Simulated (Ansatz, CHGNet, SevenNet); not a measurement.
How the equilibrium lattice constant a of YSi (model structure, started from the CsCl type, Pm-3m, No. 221, 2 atoms in the cell) moves with the method

No measured value is used here.

```
level (code)     value (Å)
---------------  ---------
CHGNet 0.3.0         3.562
SevenNet-0           3.550
SevenNet-l3i5        3.536
LDA (Ansatz)         3.465
PBE (Ansatz)         3.538
PBEsol (Ansatz)        ___
r²SCAN (Ansatz)        ___
```

Question: Some entries are withheld; supply them.

Answer: 
- PBEsol (Ansatz, a program for electronic structure), value (Å): 3.495
- r²SCAN (Ansatz), value (Å): 3.544

The crystal itself was run without spin with LDA, PBE, PBEsol, r²SCAN; a magnetic state was not tried in these runs. Cutoffs differ between the levels. Ansatz's density-functional and Hartree–Fock values are scalar-relativistic unless marked +SOC, with PAW data made under PBE.

Machine-learned potentials (CHGNet 0.3.0, SevenNet-0, SevenNet-l3i5) are trained on DFT data: a solid inside that data is no test of them.

A model structure was made by putting elements into a prototype or built by hand; it is no filed structure, need not be a known phase, and can be a saddle point held by its symmetry.
